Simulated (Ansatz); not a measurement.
# Electron-phonon data for RuAl under load (space group P4/mmm)

Data:

```
CELL_PARAMETERS angstrom
      3.00353     0.00000     0.00000
      0.00000     3.00353     0.00000
      0.00000     0.00000     2.94999
ATOMIC_POSITIONS crystal
  Al 0.00000 0.00000 0.00000
  Ru 0.50000 0.50000 0.50000
```

Computed with PBEsol, DFPT electron-phonon coupling, linearised Boltzmann equation (plane waves, PAW, scalar-relativistic; Ansatz, an electronic-structure program). Condition of this run: biaxial stress xx = yy = -3 GPa (compression positive) (the target of the relaxation). Geometry: relaxed with this functional, without spin-orbit coupling, then loaded as said.

```
Item                                                                                                          Value
----------------------------------------------------------------------------------  -------------------------------
resistivity at 300 K                                                                7.0 (x), 7.0 (y), 6.8 (z) μΩ·cm
resistivity at 77 K                                                                                      0.87 μΩ·cm
electron mean free path at 300 K (weighted by the current that each state carries)     8.7 (x), 8.7 (y), 8.4 (z) nm
electron-phonon coupling λ                                                                                     0.37
transport coupling λ_tr                                                                                        0.39
logarithmic mean phonon energy                                                                             18.7 meV
density of states at the Fermi level                                                     0.81 states/(eV·spin·cell)
Drude plasma energy                                                                                          7.8 eV
```

A metal at this level (no band gap). Only scattering by harmonic phonons is included (no impurities, grain boundaries, electron-electron scattering or thermal expansion). Spin-orbit coupling is left out. The self-energy correction of the phonons between q points moved λ by about 4 %. The run warned that the eigensolver left some states short of its tolerance. Halving the electron mesh (28x28x28) moves the resistivity by up to 3 % at 300 K, the mean free path by up to 3 %, the coupling by up to 3 %. Smearing 0.20 eV; phonons on a 5x5x5 q mesh, which this run doesn't test and which matters most at low temperature.
